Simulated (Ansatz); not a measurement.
Consider HfN in the rock salt structure (space group Fm-3m, No. 225; relaxed with 0.1 eV smearing).

```cif
data_HfN
_chemical_formula_sum 'Hf1 N1'
_space_group_name_H-M_alt 'P 1'
_space_group_IT_number 1
_cell_length_a 3.21604
_cell_length_b 3.21604
_cell_length_c 3.21604
_cell_angle_alpha 60.000
_cell_angle_beta 60.000
_cell_angle_gamma 60.000
loop_
_space_group_symop_operation_xyz
  'x, y, z'
loop_
_atom_site_label
_atom_site_type_symbol
_atom_site_fract_x
_atom_site_fract_y
_atom_site_fract_z
_atom_site_occupancy
Hf1 Hf 0.00000 0.00000 0.00000 1
N1 N 0.50000 0.50000 0.50000 1
```

All numbers come from PBE (Ansatz, an electronic-structure program; PAW; 420 eV plane waves; scalar-relativistic without spin-orbit coupling).

Base values:

Pressure: 0.0 GPa

It is then changed as follows: every lattice vector is shortened by 3.00 %, atoms relaxed at fixed cell.

Q: How does this affect the energy relative to the base and pressure?

A: The energy goes up by 86 meV/atom; the pressure goes from zero to 29.2 GPa.

The cells carry an imposed strain or load. No phonon test of stability was made. The final runs are not spin-polarised. An odd electron count without spin: HfN.
